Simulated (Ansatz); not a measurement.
Base system: MgB2 (space group P6/mmm, No. 191; a = 3.0631 Å, c = 3.5000 Å).

Structures relaxed with Kohn–Sham DFT with the PBEsol functional, run in Ansatz (a program for electronic structure) with PAW and 420 eV plane waves, no SOC, earlier PAW set.

Base:

Simulated powder pattern, Cu Kα, λ = 1.54184 Å (kinematic, ideal powder, no thermal factors, no anomalous dispersion; the 14 strongest lines at most, above 2 %, up to 2θ = 90°):

```json
[
 {"2θ (°)": "25.45", "I/Imax (%)": "3.5", "hkl": "(001)"},
 {"2θ (°)": "33.79", "I/Imax (%)": "27", "hkl": "(100)"},
 {"2θ (°)": "42.77", "I/Imax (%)": "100", "hkl": "(101)"},
 {"2θ (°)": "52.28", "I/Imax (%)": "13", "hkl": "(002)"},
 {"2θ (°)": "60.44", "I/Imax (%)": "24", "hkl": "(110)"},
 {"2θ (°)": "63.71", "I/Imax (%)": "9.4", "hkl": "(102)"},
 {"2θ (°)": "66.66", "I/Imax (%)": "3.3", "hkl": "(111)"},
 {"2θ (°)": "71.07", "I/Imax (%)": "3.2", "hkl": "(200)"},
 {"2θ (°)": "76.86", "I/Imax (%)": "15", "hkl": "(201)"},
 {"2θ (°)": "83.97", "I/Imax (%)": "18", "hkl": "(112)"}
]
```

Perturbation: cell and atoms relaxed at a pressure of 3 GPa.

After the change:

Simulated powder pattern, Cu Kα, λ = 1.54184 Å (kinematic, ideal powder, no thermal factors, no anomalous dispersion; the 14 strongest lines at most, above 2 %, up to 2θ = 90°):

```
2θ (°)  I/Imax (%)    hkl
------  ----------  -----
25.70          3.6  (001)
33.97           28  (100)
43.08          100  (101)
52.82           13  (002)
60.78           24  (110)
64.30          9.3  (102)
67.10          3.3  (111)
71.49          3.2  (200)
77.38           15  (201)
84.70           18  (112)
```

The indices refer to the base's conventional cell; one index is shown for lines that coincide.

Load acts through the strain it causes; cell and atoms are relaxed under it. No phonon test of stability was made. All final runs are without spin polarisation.
